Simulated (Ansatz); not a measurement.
# PbO: transverse stress against strain

PbO (litharge, P4/nmm, 20.318 Å³/atom at rest, c along z) under a strain ε along c (axis z), the other axes held. PBE-D3(BJ) in Ansatz, a plane-wave DFT program (PAW, default set), 420 eV, 8×8×7 Γ-centred mesh, Fermi-Dirac smearing 0.05 eV; ions are relaxed within the symmetry of each cell. Stress is positive for a compressed cell.

Here s stands for strain and y for stress xx.

| strain (%) | stress xx (GPa) |
|---|---|
| -3.00 | ? |
| -1.20 | 0.21 |
| -0.60 | 0.10 |
| 0.00 | 0.01 |
| 0.60 | -0.08 |
| 1.20 | -0.16 |

The 5 complete rows are fitted with a straight line, y against s. Means: s 0, y 0.016. About the means, the sum of products is -0.55200 and the sum of squares of s is 3.6000; the slope is their ratio. Least squares gives y = 0.016 - 0.1533·s. Residuals (row less fit): 0.010, -0.008, -0.006, -0.004, 0.008; standard error 0.010 (degrees of freedom: 3). The slope gives the elastic constant C13 = 15.3 ± 0.5 GPa.

Question: Predict the withheld y at s = -3.00 from the fit, and compare with the calculation.

Answer: y = 0.016 - 0.1533 × (-3.0) = 0.476 GPa. The calculation gives 0.56 GPa, 0.084 GPa above the prediction (11.7 % of the range of y in the table). The row lies outside the fitted rows, so this is an extrapolation. From the scatter of the fitted rows alone, a prediction at this place has a standard error of 0.019 GPa, so the miss is 4.4 times that.

One order more, fitted to all 11 runs of the series, follows each within 0.01, so the miss is the next term of a smooth law. Rows are the converged runs of the series near zero and its far end; series whose fitted rows scatter by over a few per cent of the range, as at a crossing or softening among them, aren't shown in this form. Most that stay on the fit to the last digits aren't either.
